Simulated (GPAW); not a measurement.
## Equation of state of hcp Os (space group 194): energy against volume (GPAW, PBE)

```yaml
crystal:
  lattice:
    - [2.68146, 0.00000, 0.00000]
    - [-1.34073, 2.32221, 0.00000]
    - [0.00000, 0.00000, 4.24319]
  atoms:
    - { symbol: Os, position: [0.66667, 0.33333, 0.75000] }
    - { symbol: Os, position: [0.33333, 0.66667, 0.25000] }
```

Computed with PBE, GPAW PAW datasets PBE (gpaw-data 1.0.1) (plane waves; GPAW 25.7.0). Settings: mode = pw; ecut = 585 eV; xc = PBE; kpts = 24 24 14; mesh shift (steps) = 0 0 0; occupations.name = fermi-dirac; occupations.width = 0.05 eV; nbands = -8; convergence.density = 1e-05 e/electron; symmetry.symmorphic = false; symmetry.tolerance = 0.0005; maxiter = 120. The cell above is the first row's. The rows scale it uniformly. In all rows fractional positions and the k mesh are held. E is the free energy at the stated smearing, counted from the lowest row.

| V (Å^3/atom) | E (meV/atom) |
|---|---|
| 13.211 | 97.05 |
| 13.498 | 46.13 |
| 13.785 | 14.48 |
| 14.073 | 0.00 |
| 14.360 | 0.79 |
| 14.647 | 15.17 |
| 14.934 | 41.62 |
| 15.221 | 78.79 |
| 15.509 | ? |

The 8 complete rows are fitted with the third-order Birch-Murnaghan form, a cubic in V^(-2/3), E against V. With u = V^(-2/3) - 0.171, the rows have u = 0.007941, 0.005395, 0.002938, 0.000557, -0.001736, -0.003955, -0.006102, -0.008181. Least squares gives E = -1.143 + 1258.82·u + 1373785·u² + 3129564·u³. Residuals (row less fit): -0.001, 0.005, -0.013, 0.015, -0.005, -0.004, 0.003, -0.001; standard error 0.011 (degrees of freedom: 4). Its minimum lies at u = -0.000459, so V0 = (0.170541)^(-3/2) = 14.20. There d²E/du² = 2739000 and d³E/du³ = 1.878e7, so B0 = (4/9) × 14.20^(-7/3) × 2739000 × 0.160218 = 399 GPa (the last factor turns the table's units into GPa), and B0' = 4 + (2/3) × 0.170541 × (1.878e7)/2739000 = 4.8. The program's pressures in the fitted runs (not shown) pass through zero at V = 14.20, 0.01 % from this V0.

Question: Predict the withheld E at V = 15.509 from the fit, and compare with the calculation.

Answer: u = -0.010203, so E = -1.143 + 1258.82 × (-0.010203) + 1373785 × (-0.010203)² + 3129564 × (-0.010203)³ = 125.702 meV/atom. The calculation gives 125.46 meV/atom, 0.242 meV/atom below the prediction (0.2 % of the range of E in the table). The row lies outside the fitted rows, so this is an extrapolation. From the scatter of the fitted rows alone, a prediction at this place has a standard error of 0.026 meV/atom, so the miss is 9.1 times that.

Carrying the step between the two nearest rows on in a straight line would have given 116.09, off by 9.37; series whose last step already gives the withheld value aren't shown. The scan was laid around a cell of about the measured size, scaled by a guess for this functional; axis ratios and inner coordinates come from that cell. The runs keep the symmetry of the cell, so they don't test it for distortions. Spin polarisation is off. Spin-orbit coupling is off. The shape of the cell and the inner coordinates aren't relaxed, so V0 and B0 belong to this uniform scaling; a relaxed crystal lies no higher in energy and is usually softer. Cutoffs and mesh are single choices, not tested for convergence of this quantity. Series with a scatter that would blur these digits, or in which a gap closes, are not shown. Nor are scans whose minimum lies at an end fitted in this form.

Terms beyond the fitted order, or numerical noise in single rows, can give a miss of this size; the table doesn't tell which.
